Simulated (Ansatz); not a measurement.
Results of LDA (PAW; Ansatz, a first-principles code) for Cu2ZnSnSe4 (I-42m, No. 121).

Settings: plane-wave cutoff 500 eV, 10×10×10 k mesh, Fermi–Dirac smearing 0.05 eV, no spin polarisation, scalar-relativistic PAW data made under PBE.

Computed at the level's own relaxed cell.

Task: What does this level give for the volume per atom, lattice parameter a and lattice parameter c?

Result: 
- volume per atom: 21.91 Å³/atom
- lattice parameter a: 5.597 Å
- lattice parameter c: 11.188 Å

Spin–orbit coupling is not included.

Static lattice: no zero-point or thermal effects.
